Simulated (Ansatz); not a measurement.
# Cr2CuTe4 in the spinel structure (space group Fd-3m, No. 227; ferromagnetic; a cell from a computed database, its experimental status unchecked)

```cif
data_Cr4Cu2Te8
_chemical_formula_sum 'Cr4 Cu2 Te8'
_space_group_name_H-M_alt 'P 1'
_space_group_IT_number 1
_cell_length_a 7.77837
_cell_length_b 7.77837
_cell_length_c 7.77837
_cell_angle_alpha 60.000
_cell_angle_beta 60.000
_cell_angle_gamma 60.000
loop_
_space_group_symop_operation_xyz
  'x, y, z'
loop_
_atom_site_label
_atom_site_type_symbol
_atom_site_fract_x
_atom_site_fract_y
_atom_site_fract_z
_atom_site_occupancy
Cr1 Cr 0.12500 0.12500 0.12500 1
Cr2 Cr 0.62500 0.12500 0.12500 1
Cr3 Cr 0.12500 0.12500 0.62500 1
Cr4 Cr 0.12500 0.62500 0.12500 1
Cu1 Cu 0.50000 0.50000 0.50000 1
Cu2 Cu 0.75000 0.75000 0.75000 1
Te1 Te 0.88173 0.88173 0.88173 1
Te2 Te 0.89518 0.36827 0.36827 1
Te3 Te 0.88173 0.88173 0.35482 1
Te4 Te 0.36827 0.89518 0.36827 1
Te5 Te 0.35482 0.88173 0.88173 1
Te6 Te 0.36827 0.36827 0.36827 1
Te7 Te 0.88173 0.35482 0.88173 1
Te8 Te 0.36827 0.36827 0.89518 1
```

Method: Kohn–Sham DFT with the PBEsol functional, run in Ansatz (a program for electronic structure) with PAW and 420 eV plane waves, no SOC. Γ-centred 6×6×6 mesh, Fermi–Dirac width 0.05 eV.

```yaml
volume_per_atom: 23.77 Å³
density: 6.77 g/cm³
band_gap: zero
magnetic_state: ferromagnetic
total_energy: -5842.039 eV/atom (σ→0; compares only within this code and set-up)
```

Other magnetic orders, which the real material may have, were not ruled out. Whether these cells are dynamically stable was not tested.
